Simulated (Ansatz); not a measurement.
Consider KI in the rock salt structure (space group Fm-3m, No. 225; a = 7.182 Å).

Calculations: PBE (Ansatz, a first-principles code), without spin-orbit coupling.

Base values:

* **Band gap**: 3.86 eV
* **Width of the top valence band**: 0.54 eV
* **Electron mass**: 0.34 mₑ (at Γ)
* **Gap character**: direct at Γ

One thing is altered: a hydrostatic pressure of 1.5 GPa.

Problem. What does the calculation give for the band gap after the change?

Solution. The band gap increases by 0.257 eV (3.86 eV → 4.11 eV).

Problem. Estimate the effect on the width of the top valence band.

Solution. The width of the top valence band goes up by 0.13 eV (0.54 eV → 0.67 eV).

Problem. What happens to the electron mass?

Solution. The electron mass becomes 0.32 mₑ (at Γ) (base: 0.34 mₑ (at Γ)).

Problem. What happens to the gap character?

Solution. The gap character stays direct at Γ.

With I present, leaving out spin-orbit coupling can change the band edges. Load acts through the strain it causes; cell and atoms are relaxed under it. Effective masses come from finite differences of ±0.01 Å⁻¹. No phonon test of stability was made.
